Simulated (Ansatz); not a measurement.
Consider Ti-vacancy pair (Ti on one host Al site, one Al site vacant) in fcc Al, neutral cell. The step: one Al atom jumps into the vacancy from a nearby Al site (Ti-vacancy distance between ideal sites 5.72 → 4.95 Å); the atom moves 2.74 Å along (0.48, 0.00, 0.48) of the unit cell; the moving atom starts with neighbours 4 Al at 2.82, Al at 2.84, Al at 2.88, 2 Al at 2.89, 2 Al at 2.90, Al at 2.91 Å and ends with 4 Al at 2.81, 2 Al at 2.86, 2 Al at 2.88, 3 Al at 2.92 Å. A PBE band in Ansatz (plane-wave PAW, a 4×4×4 k-point mesh shifted by half a step, 32 host sites, 39 SCF runs with any check of the saddle's order, static, no finite-size correction) gives a forward barrier of 0.58 eV. The program found a first-order saddle point. Forms of the defect that were not tried may lie lower. The start lies 0.048 eV above the lowest site run (PBE).

Single points at the band's start and saddle point can refine it. Rough cost of one point, in units of the band's mean SCF on the same machine:

```json
[
 {"Level": "PBE, a 6×6×6 k-point mesh shifted by half a step", "Cost of one point": "about 4"},
 {"Level": "r2SCAN at 500 eV, a 4×4×4 k-point mesh shifted by half a step", "Cost of one point": "about 2"}
]
```

### Question
Which of these move the barrier by more than 0.1 eV, and how far does each move it?

### Answer
PBE, a 6×6×6 k-point mesh shifted by half a step: +0.02 eV; r2SCAN at 500 eV, a 4×4×4 k-point mesh shifted by half a step: +0.12 eV. Each functional is compared with PBE at the same k-points.

Ansatz is a quantum-chemistry and plane-wave program.
